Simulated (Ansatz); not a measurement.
Here is the system:

```yaml
crystal:
  lattice:
    - [0.00000, 2.15617, 2.27470]
    - [2.15617, 0.00000, 2.27470]
    - [2.15617, 2.15617, 0.00000]
  atoms:
    - { symbol: Si, position: [0.00000, 0.00000, 0.00000] }
    - { symbol: C, position: [0.25000, 0.25000, 0.25000] }
```

Level of theory: HSE06, rigid bands (plane waves, PAW, scalar-relativistic; Ansatz, a program for electronic structure). Condition of this run: uniaxial stress along [001] of -15 GPa (compression positive) (the target of the relaxation). Cell: cell and atoms relaxed with PBEsol, then loaded as said.

### Question
What conductivity effective mass do dilute electrons have at 300 K?

### Answer
0.33 (x), 0.33 (y), 0.25 (z) mₑ.

### Question
Predict the hole conductivity mass (n e² τ/σ) at 300 K, by direction if it differs.

### Answer
0.46 (x), 0.46 (y), 0.65 (z) mₑ.

### Question
And the band gap?

### Answer
1.95 eV at this level.

Rigid bands, one relaxation time for all states, no polarons. Spin-orbit coupling is left out; where it splits the top of the valence band it changes the hole mass and lowers the gap by about a third of the splitting. Geometry: cell and atoms relaxed with PBEsol.
